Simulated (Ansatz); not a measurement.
Levels about the gap of amorphous Al$_{28}$O$_{43}$Be (72 atoms in a cell of 777 Å³, 3.10 g/cm³; zone centre alone, so wide bands show as single levels with stretches between that a denser mesh fills), at the geometry that PBE relaxed, where it gives 0.1 GPa on a denser mesh. The participation number counts the atoms over which a state spreads; weights are charges in smoothed Voronoi cells. The levels come from a single point, so bond lengths are those of that geometry. Method of the levels: PBE, scalar-relativistic without spin-orbit coupling (Ansatz, a quantum-chemistry and plane-wave program). Sampling: the zone centre alone; Fermi-Dirac width 0.02 eV; no spin polarisation. At PBE the levels at the filled edge of the gap are localised (band-tail or defect states), and the nearest spread-out levels lie 4.0 eV apart at the zone centre.

A CHGNet melt-quench gave the starting glass, which DFT then relaxed. O atoms were pushed apart under 1.9 Å during the dynamics, to hinder bonds among them. The hot cell started wider than the set density and was brought back towards it in steps. It is the lowest in DFT energy of 2 quenches. It is a model cell: composition and starting density were chosen by hand, and all elements were melted together. No dispersion term was used. Its density started from a set value of 3.09 and ended at 3.10 g/cm³. The quench (nominally 410 K/ps over its main leg) was far faster than any real one, so the model tends to hold more defects than a real film. One small periodic cell is one sample of the glass; other quenches scatter about these values. Volume and shape were free in the relaxation.

```tsv
E - E(highest filled), eV	filling	participation number	largest on	weight O	weight Al	weight Be
-0.74	filled	13.1	O, 3 neighbours	0.94	0.05	0.01
-0.67	filled	9.1	O, 3 neighbours	0.95	0.04	0.01
-0.59	filled	10.2	O, 2 neighbours	0.95	0.05	0.00
-0.53	filled	8.6	O, 3 neighbours	0.94	0.05	0.01
-0.45	filled	3.6	O, 3 neighbours	0.95	0.05	0.00
-0.17	filled	4.0	O, 2 neighbours	0.94	0.06	0.00
0.00	filled	3.0	O, 2 neighbours	0.94	0.06	0.00
3.12	empty	65.4	Al, 4 neighbours	0.58	0.41	0.01
5.25	empty	42.9	Al, 4 neighbours	0.60	0.39	0.00
5.39	empty	34.4	Al, 4 neighbours	0.60	0.39	0.00
5.51	empty	31.7	Al, 4 neighbours	0.61	0.39	0.00
5.69	empty	44.6	O, 3 neighbours	0.60	0.39	0.00
5.80	empty	35.7	Al, 4 neighbours	0.58	0.41	0.00
5.98	empty	41.4	Al, 4 neighbours	0.59	0.40	0.00
```

Most localised among these is the filled level at +0.00 eV, on a O atom, which has 2 neighbours (Al 1.67 Å, Al 1.73 Å).
